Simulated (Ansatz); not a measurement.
The parent structure is TiO₂ in the anatase structure (space group I4_1/amd, No. 141; a = 3.770 Å, c = 9.552 Å).

Method: plane-wave PAW DFT at the PBEsol level (Ansatz, an electronic-structure program, 420 eV), no SOC.

Before the change:

| Property | Result |
|---|---|
| Lattice parameter a | 7.124 bohr |
| Band gap | 2.11 eV |
| Gap character | indirect, Γ–X (87 % along) → Γ |
| Smallest direct gap | 2.44 eV |

The change: a negative pressure, −1 GPa.

Q: What happens to the lattice parameter a?

A: The lattice parameter a grows by 0.006 bohr, from 7.124 bohr to 7.130 bohr.

Q: What happens to the band gap?

A: The band gap is still 2.11 eV.

Q: What happens to the gap character?

A: The gap character is still indirect, Γ–X (87 % along) → Γ.

Q: Estimate the effect on the smallest direct gap.

A: The smallest direct gap is still 2.44 eV.

Load acts through the strain it causes; cell and atoms are relaxed under it. No phonon test of stability was made. The final runs are not spin-polarised.
